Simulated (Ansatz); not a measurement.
For BeSe (model structure, started from the tenorite type, C2/c, No. 15, 4 atoms in the cell), PBE (Ansatz, a quantum-chemistry and plane-wave program, plane waves, PAW) gives:

| Item | Result |
|---|---|
| equilibrium volume per atom | 15.18 Å³/atom |
| formation enthalpy | -0.256 eV/atom |

Task: What does PBE-D3(BJ) (Ansatz, plane waves, PAW) give for the same quantities?

Result: 
- equilibrium volume per atom: 14.36 Å³/atom (falls by 5.4 %)
- formation enthalpy: -0.273 eV/atom (moves by -0.017 eV/atom)

Changes are worked out from the printed values.

Unless a cell is named, each level is at its own relaxed cell (PBE 15.18, PBE-D3(BJ) 14.36 Å³/atom).

Ansatz's density-functional and Hartree–Fock values are scalar-relativistic unless marked +SOC, with PAW data made under PBE.

A model structure was made by putting elements into a prototype or built by hand; it is no filed structure, need not be a known phase, and can be a saddle point held by its symmetry.
